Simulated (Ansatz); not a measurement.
**Ansatz (an electronic-structure program) run on a (001) slab of Te (cut from a parent of space group no. 152; 6 atoms in the cell): self-consistent single point**

Method of the run: LDA (PW92), default PAW files made with PBE (plane waves; Ansatz).

This input was run:

Ansatz 0.2 input:
```yaml
# Te
crystal:
  lattice:
    - [4.437700, 0.000000, 0.000000]
    - [-2.218850, 3.843161, 0.000000]
    - [0.000000, 0.000000, 23.833915]
  atoms:
    - { symbol: Te, position: [0.000000, 0.263000, 0.376220] }
    - { symbol: Te, position: [0.737000, 0.737000, 0.458742] }
    - { symbol: Te, position: [0.263000, 0.000000, 0.293699] }
    - { symbol: Te, position: [0.000000, 0.263000, 0.623784] }
    - { symbol: Te, position: [0.737000, 0.737000, 0.706301] }
    - { symbol: Te, position: [0.263000, 0.000000, 0.541263] }
basis:
  ecutwfc: 420.0 eV
kpoints:
  mp_grid: { grid: [5, 5, 1] }
hamiltonian:
  xc: lda
  pseudopotentials: { kind: paw }
scf:
  occupations: { method: fermi_dirac, width: 0.02 eV }
output:
  forces: true
  eigenvalues: true
  stress: true
```

Log, with long lists cut:

```
WARN the atoms were moved onto the symmetric positions of the space group found under crystal.symmetry.tolerance 1.0e-5 (fractional …
WARN ansatz: RAYON_NUM_THREADS=1 ignored (pool sized by the plan → 1); use --threads N
Pseudopotentials: kind: paw
Pseudopotential: Te, paw, valence charge 16
Crystal: 6 atoms, lattice volume = 406.483 Å³
Basis set: ecut = 420 eV, 7981 PW (Γ)
Bands: 58, of which v1, the nominal top of the filled ones, is band 48 counted from 1 (47 counted from 0)
Symmetry: 2 space group operations
Space group: C2 (ITA 5), of the structure as read, at distance tolerance 7.4e-5 Å
k-points: 9 of 25 (time reversal used)
PAW frozen core: Te, regenerated for the run's functional, and the local potential with it
Initial density: superposition of atomic densities (neutral atoms: chi_scale 0, normalization atom), corrected by the library's trained network
Initial wavefunctions: pseudopotential atomic-orbital guess
Eigensolver: davidson
Functional: x = slater, c = lda
SCF iter   1: F=—  HF=-40961.473646 eV  |F-HF|=—  |Δ(HF+E_count)|=         —  Δρ=3.52e-3  dr2=4.55e-2  ethr=1.77e-3  ⟨swp⟩=9.3  Hψ=2443  notcnv=0  defer=1
all-band conjugate gradients solve this SCF's bands
preconditioner: auto → LDOS
SCF iter   2: F=—  HF=-40961.467654 eV  |F-HF|=—  |Δ(HF+E_count)|=   5.99e-3  Δρ=1.33e-3  dr2=3.30e-2  ethr=4.74e-5  ⟨swp⟩=3.4  Hψ=1163  notcnv=0  defer=33
SCF iter   3: F=—  HF=-40961.463607 eV  |F-HF|=—  |Δ(HF+E_count)|=   4.05e-3  Δρ=4.58e-4  dr2=2.16e-3  ethr=3.44e-5  ⟨swp⟩=4.0  Hψ=1031  notcnv=0  defer=33
SCF iter   4: F=—  HF=-40961.463226 eV  |F-HF|=—  |Δ(HF+E_count)|=   3.82e-4  Δρ=1.03e-4  dr2=6.53e-5  ethr=2.25e-6  ⟨swp⟩=2.0  Hψ=975  notcnv=0  defer=33
SCF iter   5: F=—  HF=-40961.463285 eV  |F-HF|=—  |Δ(HF+E_count)|=   5.98e-5  Δρ=2.71e-5  dr2=1.01e-5  ethr=6.80e-8  ⟨swp⟩=2.0  Hψ=922  notcnv=0  defer=33
SCF iter   6: F=—  HF=-40961.463287 eV  |F-HF|=—  |Δ(HF+E_count)|=   1.46e-6  Δρ=1.11e-5  dr2=8.36e-7  ethr=1.05e-8  ⟨swp⟩=2.9  Hψ=920  notcnv=0  defer=33
SCF iter   7: F=-40961.463287 eV  HF=-40961.463287 eV  |F-HF|=2.10e-8  |Δ(HF+E_count)|=   2.20e-7  Δρ=3.24e-6  dr2=6.22e-8  ethr=1.04e-10  ⟨swp⟩=14.9  Hψ=2387  notcnv=0
SCF 1 converged in 7 iterations: F = -40961.463287 eV  dr2 = 6.22e-8
SCF converged after 7 iterations
Free energy (F): -40961.463287 eV
Harris-Foulkes:  -40961.463287 eV  (|F-HF|=2.10e-8)
Internal energy: -40961.459791 eV  (E = F + TS)
E sigma→0 (E₀):  -40961.461539 eV
Entropy (-TS):   -0.003496 eV (-0.583 meV/atom)
Fermi energy:    1.396513 eV
--- Per-component energies (eV) ---
  E_band       = -2260.571143
  E_kinetic    = 1084.198044
  E_local      = -58022.637921  (includes V_loc(G=0)·N_el)
  E_nonlocal   = -1829.680142
  E_hartree    = 29711.861725
  E_xc         = -738.841314
  E_vxc        = -623.392072  (∫ρ·V_xc dr)
  E_paw        = -27058.402701  (= ΣΔE_a)
  E_vpaw       = -2292.752817  (= ΣTr[D̂ρ^β])
  E_aug_tail   = -0.001137  (compensation charges beyond the density's cutoff)
  E_ewald      = 15887.971688
  E_core_change = 4.071967  (= ΣΔE_core)
  E_smearing   = -0.003496  (= −TS)
  E_closure    = -0.000000  (closes the sum)
  Σ components = -40961.463287   (vs F -40961.463287, Δ=0.00e0)
--- Forces (eV/Å), atoms counted from 1 ---
  atom   1  Te     0.27564377     0.23217437    -0.77767613
  atom   2  Te    -0.38520323    -0.57156652    -0.51360392
  atom   3  Te    -0.14202543     0.19414124     0.96367270
  atom   4  Te    -0.33889079    -0.12262732     0.77767613
  atom   5  Te    -0.09711853     0.22006825    -0.96367270
  atom   6  Te     0.68759274     0.04781252     0.51360392
  max |Σ_I F_I| component: 2.55e-6 eV/Å
--- Stress (GPa, compression-positive) ---
       -1.715086      -0.115924      -0.211719
       -0.115924      -1.581228      -0.122236
       -0.211719      -0.122236      -1.528401
  P = ⅓ Tr σ = -1.6082 GPa (-16.082 kbar)
  The stress holds the Pulay correction. Without it, at fixed plane waves, as pw.x and ABINIT print it: P = -1.6268 GPa
--- Band table (eV; the first three rows and the last of 9) ---
  k-point 0: bands = ["-35.9460", "-35.9458", "-35.9373", "-35.9373", "-35.8687", "-35.8687", "-35.8394", "-35.8394", "-35.8287", "-35.8282", "-35.5831", "-35.5361", "-35.5249", "-35.4876", "-35.3977", "-35.3905", "-35.3566", "-35.3565", "-35.3265", [...]
  k-point 1: bands = ["-35.9457", "-35.9454", "-35.9370", "-35.9370", "-35.8686", "-35.8686", "-35.8394", "-35.8393", "-35.8284", "-35.8279", "-35.5827", "-35.5357", "-35.5251", "-35.4879", "-35.3978", "-35.3903", "-35.3577", "-35.3553", "-35.3293", [...]
  k-point 2: bands = ["-35.9452", "-35.9449", "-35.9366", "-35.9366", "-35.8686", "-35.8684", "-35.8393", "-35.8391", "-35.8281", "-35.8272", "-35.5822", "-35.5352", "-35.5254", "-35.4883", "-35.3981", "-35.3900", "-35.3582", "-35.3544", "-35.3327", [...]
  k-point 8: bands = ["-35.9456", "-35.9452", "-35.9370", "-35.9370", "-35.8682", "-35.8682", "-35.8387", "-35.8387", "-35.8272", "-35.8270", "-35.5815", "-35.5343", "-35.5258", "-35.4890", "-35.3985", "-35.3894", "-35.3604", "-35.3528", "-35.3378", [...]
```

The run converged in 7 iterations.

The starting cell has typed, rounded lattice constants, without a prior relaxation at this level. The slab is cut from that crystal, and its faces are unrelaxed. Its lattice was rescaled by up to half a per cent. Spin-orbit coupling is off. Spin polarisation is off, though cut faces can carry moments; the slab shows no gap.
